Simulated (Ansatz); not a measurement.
Start from Zr in the hcp (Mg type) structure (space group P6_3/mmc, No. 194; a = 3.246 Å, c = 5.151 Å). Axes: x lies along a and z along c of the hexagonal cell.

Level of theory: r2SCAN, PAW, 500 eV (Ansatz, an electronic-structure program; no spin-orbit coupling).

Base values:

| Item | Result |
|---|---|
| Pressure | 0.0 GPa |
| Volume per atom | 23.50 Å³ |

It is then changed as follows: biaxial strain +0.84 %, plane normal [001], relaxed out of plane (Cartesian); in-plane vectors clamped, the third vector and the atoms free.

Q: Estimate the effect on the pressure.

A: The pressure (mean of the normal stresses, compression positive) goes from zero to -1.0 GPa.

Q: What does the calculation give for the volume per atom after the change?

A: The volume per atom rises by 0.25 Å³, from 23.50 Å³ to 23.75 Å³.

Whether these cells are dynamically stable was not tested. All final runs are without spin polarisation.
